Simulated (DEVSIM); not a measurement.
Device: W/HfO2/SiO2/p-Si capacitor, at 300 K.

| layer (left to right) | material | thickness (nm) | Na (cm⁻³) |
|---|---|---|---|
| 1 | HfO2 | 2.80 | - |
| 2 | SiO2 | 1.20 | - |
| 3 | Si | 1200 | 2.3e17 |

Metal gate on the left, work function 4.6 eV. Fixed charge at the semiconductor interface 0 cm⁻² (in units of +e); no interface traps.

Constants are typed, rounded textbook-type inputs, not results; the design itself was drawn at random and stands for no fabricated device. Values at 300 K.

| parameter | HfO2 | SiO2 | Si |
|---|---|---|---|
| gap (eV) | 5.7 | 9 | 1.124 |
| affinity (eV) | 2.5 | 0.9 | 4.05 |
| permittivity | 22 | 3.9 | 11.7 |
| Nc (cm⁻³) | - | - | 2.86e19 |
| Nv (cm⁻³) | - | - | 3.1e19 |

Model (solved in DEVSIM): 1D Poisson equation in equilibrium, Boltzmann statistics, complete ionisation; no quantum confinement or tunnelling. Metal contacts follow the ideal Schottky-Mott rule: no Fermi-level pinning, no interface dipoles.

Tabulate band edges, carrier densities and field at 0.2 V on the gate.

Energies count from the Fermi level of the right contact; mesh points crowd at the junctions.

```json
[
 {"x (μm)": "0.000", "Ec (eV)": "1.900", "Ev (eV)": "-3.800", "n (cm⁻³)": "< 1e2", "p (cm⁻³)": "< 1e2", "field (V/cm)": "100000"},
 {"x (μm)": "0.0008827", "Ec (eV)": "1.909", "Ev (eV)": "-3.791", "n (cm⁻³)": "< 1e2", "p (cm⁻³)": "< 1e2", "field (V/cm)": "100000"},
 {"x (μm)": "0.001812", "Ec (eV)": "1.919", "Ev (eV)": "-3.781", "n (cm⁻³)": "< 1e2", "p (cm⁻³)": "< 1e2", "field (V/cm)": "100000"},
 {"x (μm)": "0.002664", "Ec (eV)": "1.927", "Ev (eV)": "-3.773", "n (cm⁻³)": "< 1e2", "p (cm⁻³)": "< 1e2", "field (V/cm)": "100000"},
 {"x (μm)": "0.003462", "Ec (eV)": "3.567", "Ev (eV)": "-5.433", "n (cm⁻³)": "< 1e2", "p (cm⁻³)": "< 1e2", "field (V/cm)": "580000"},
 {"x (μm)": "0.004124", "Ec (eV)": "0.450", "Ev (eV)": "-0.674", "n (cm⁻³)": "7.8e11", "p (cm⁻³)": "1.5e8", "field (V/cm)": "190000"},
 {"x (μm)": "0.005456", "Ec (eV)": "0.476", "Ev (eV)": "-0.648", "n (cm⁻³)": "2.9e11", "p (cm⁻³)": "4.0e8", "field (V/cm)": "190000"},
 {"x (μm)": "0.009365", "Ec (eV)": "0.546", "Ev (eV)": "-0.578", "n (cm⁻³)": "1.9e10", "p (cm⁻³)": "6.1e9", "field (V/cm)": "170000"},
 {"x (μm)": "0.01612", "Ec (eV)": "0.656", "Ev (eV)": "-0.468", "n (cm⁻³)": "2.8e8", "p (cm⁻³)": "4.2e11", "field (V/cm)": "150000"},
 {"x (μm)": "0.02987", "Ec (eV)": "0.828", "Ev (eV)": "-0.296", "n (cm⁻³)": "350000", "p (cm⁻³)": "3.3e14", "field (V/cm)": "100000"},
 {"x (μm)": "0.05785", "Ec (eV)": "0.981", "Ev (eV)": "-0.143", "n (cm⁻³)": "940", "p (cm⁻³)": "1.2e17", "field (V/cm)": "17000"},
 {"x (μm)": "0.1400", "Ec (eV)": "0.997", "Ev (eV)": "-0.127", "n (cm⁻³)": "510", "p (cm⁻³)": "2.3e17", "field (V/cm)": "≈ 0"},
 {"x (μm)": "0.2820", "Ec (eV)": "0.997", "Ev (eV)": "-0.127", "n (cm⁻³)": "510", "p (cm⁻³)": "2.3e17", "field (V/cm)": "≈ 0"},
 {"x (μm)": "0.5709", "Ec (eV)": "0.997", "Ev (eV)": "-0.127", "n (cm⁻³)": "510", "p (cm⁻³)": "2.3e17", "field (V/cm)": "≈ 0"},
 {"x (μm)": "0.9557", "Ec (eV)": "0.997", "Ev (eV)": "-0.127", "n (cm⁻³)": "510", "p (cm⁻³)": "2.3e17", "field (V/cm)": "≈ 0"},
 {"x (μm)": "1.078", "Ec (eV)": "0.997", "Ev (eV)": "-0.127", "n (cm⁻³)": "510", "p (cm⁻³)": "2.3e17", "field (V/cm)": "≈ 0"},
 {"x (μm)": "1.143", "Ec (eV)": "0.997", "Ev (eV)": "-0.127", "n (cm⁻³)": "510", "p (cm⁻³)": "2.3e17", "field (V/cm)": "≈ 0"},
 {"x (μm)": "1.175", "Ec (eV)": "0.997", "Ev (eV)": "-0.127", "n (cm⁻³)": "510", "p (cm⁻³)": "2.3e17", "field (V/cm)": "≈ 0"},
 {"x (μm)": "1.193", "Ec (eV)": "0.997", "Ev (eV)": "-0.127", "n (cm⁻³)": "510", "p (cm⁻³)": "2.3e17", "field (V/cm)": "≈ 0"},
 {"x (μm)": "1.199", "Ec (eV)": "0.997", "Ev (eV)": "-0.127", "n (cm⁻³)": "510", "p (cm⁻³)": "2.3e17", "field (V/cm)": "≈ 0"},
 {"x (μm)": "1.202", "Ec (eV)": "0.997", "Ev (eV)": "-0.127", "n (cm⁻³)": "510", "p (cm⁻³)": "2.3e17", "field (V/cm)": "≈ 0"},
 {"x (μm)": "1.204", "Ec (eV)": "0.997", "Ev (eV)": "-0.127", "n (cm⁻³)": "510", "p (cm⁻³)": "2.3e17", "field (V/cm)": "≈ 0"}
]
```
